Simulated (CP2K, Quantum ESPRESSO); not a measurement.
A Quantum ESPRESSO input for a self-consistent single point of LuCl3 (P6_3/mmc, 8 atoms in the cell) (DFT, LDA (PZ), plane waves, PseudoDojo standard norm-conserving (PBE) pseudopotentials):

```fortran
&control
 calculation = 'scf'
 prefix = 'pwscf'
 outdir = './work'
 pseudo_dir = './'
 tprnfor = .true.
 tstress = .true.
/
&system
 ibrav = 0
 nat = 8
 ntyp = 2
 ecutwfc = 100
 occupations = 'fixed'
 nbnd = 54
 input_dft = 'pz'
/
&electrons
 conv_thr = 1.0d-10
 mixing_beta = 0.4
/
ATOMIC_SPECIES
Lu   174.9668  Lu.upf
Cl    35.4500  Cl.upf
CELL_PARAMETERS bohr
  17.95575390     0.00000000     0.00000000
  -8.97787695    15.55013903     0.00000000
   0.00000000     0.00000000     6.58845454
ATOMIC_POSITIONS angstrom
Lu    4.75088789    2.74292640    0.87161500
Lu    0.00000000    5.48585280    2.61484500
Cl    6.42462569    1.77659343    2.61484500
Cl   -1.67373780    6.45218577    0.87161500
Cl    1.67373780    6.45218577    0.87161500
Cl    3.07715008    1.77659343    2.61484500
Cl    4.75088789    4.67559234    2.61484500
Cl    0.00000000    3.55318686    0.87161500
K_POINTS automatic
2 2 5  0 0 0
```

Q: Write the same calculation as an input for CP2K.

A: One input that does it (others would too):

```
&GLOBAL
  PROJECT calc
  RUN_TYPE ENERGY_FORCE
  PRINT_LEVEL LOW
&END GLOBAL
&FORCE_EVAL
  METHOD Quickstep
  STRESS_TENSOR ANALYTICAL
  &DFT
    BASIS_SET_FILE_NAME BASIS_MOLOPT
    BASIS_SET_FILE_NAME BASIS_MOLOPT_UCL
    POTENTIAL_FILE_NAME GTH_POTENTIALS
    &QS
      METHOD GPW
      EPS_DEFAULT 1E-10
    &END QS
    &MGRID
      CUTOFF 500
      REL_CUTOFF 50
      NGRIDS 5
    &END MGRID
    &SCF
      SCF_GUESS ATOMIC
      EPS_SCF 1E-6
      MAX_SCF 100
      ADDED_MOS 15
      &DIAGONALIZATION
        ALGORITHM STANDARD
      &END DIAGONALIZATION
      &MIXING
        METHOD BROYDEN_MIXING
        ALPHA 0.2
        NBUFFER 10
        BETA 1.5
      &END MIXING
    &END SCF
    &KPOINTS
      SCHEME MONKHORST-PACK 2 2 5
      GAMMA_CENTERED T
    &END KPOINTS
    &XC
      &XC_FUNCTIONAL PADE
      &END XC_FUNCTIONAL
    &END XC
    &PRINT
      &MO
        EIGENVALUES T
        OCCUPATION_NUMBERS T
        NDIGITS 8
        FILENAME mo
        &EACH
          QS_SCF 0
        &END EACH
        ADD_LAST NUMERIC
      &END MO
      &MULLIKEN OFF
      &END MULLIKEN
    &END PRINT
  &END DFT
  &SUBSYS
    &CELL
      ABC 9.50177600 9.50177566 3.48646000
      ALPHA_BETA_GAMMA 90.00000000 90.00000000 120.00000120
      PERIODIC XYZ
    &END CELL
    &COORD
      Lu       4.75089275     2.74292359     0.87161500
      Lu      -0.00000475     5.48585541     2.61484500
      Cl       6.42462584     1.77659339     2.61484500
      Cl      -1.67373784     6.45218561     0.87161500
      Cl       1.67373784     6.45218561     0.87161500
      Cl       3.07715016     1.77659339     2.61484500
      Cl       4.75088800     4.67559223     2.61484500
      Cl       0.00000000     3.55318677     0.87161500
    &END COORD
    &KIND Lu
      BASIS_SET DZVP-MOLOPT-SR-GTH-q25
      POTENTIAL GTH-PADE-q25
    &END KIND
    &KIND Cl
      BASIS_SET DZVP-MOLOPT-SR-GTH-q7
      POTENTIAL GTH-PADE-q7
    &END KIND
  &END SUBSYS
  &PRINT
    &FORCES ON
    &END FORCES
    &STRESS_TENSOR ON
    &END STRESS_TENSOR
  &END PRINT
&END FORCE_EVAL
```

Basis settings and potentials, where a program has them, do not carry over. This input uses DFT LDA (Pade form), GPW, DZVP-MOLOPT-SR-GTH basis, GTH-PADE potentials (GTH_POTENTIALS). LDA parametrisations can differ slightly between programs.

The starting cell comes from a database of computed structures (which also holds hypothetical and non-ambient phases and stackings), without a prior relaxation at this level. Its lattice was rescaled by a random factor within 2.5 % of one.
